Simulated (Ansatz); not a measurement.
Cd(OH)2 (P-3m1, No. 164; cell taken from a computed entry) was calculated with r²SCAN in Ansatz (PAW).

Settings: plane-wave cutoff 500 eV, 18×18×8 k mesh (along the axes of the cell as run), Fermi–Dirac smearing 0.05 eV, scalar-relativistic PAW data made under PBE.

Cell (relaxed at this level):

```yaml
crystal:
  lattice:
    - [3.51743, 0.00000, 0.00000]
    - [-1.75872, 3.04619, 0.00000]
    - [0.00000, 0.00000, 4.65691]
  atoms:
    - { symbol: Cd, position: [0.00000, 0.00000, 0.00000] }
    - { symbol: H, position: [0.66667, 0.33333, 0.55569] }
    - { symbol: H, position: [0.33333, 0.66667, 0.44431] }
    - { symbol: O, position: [0.66667, 0.33333, 0.76276] }
    - { symbol: O, position: [0.33333, 0.66667, 0.23724] }
```

**Question.** Estimate the band gap that the calculation returns.

**Answer.** 
- band gap = 2.30 eV (on the SCF k mesh)

Note: the relaxation could not lower the start's symmetry, so the cell can be a saddle point above a distorted one.

Spin–orbit coupling is not included.

Ansatz is a quantum-chemistry and plane-wave program.
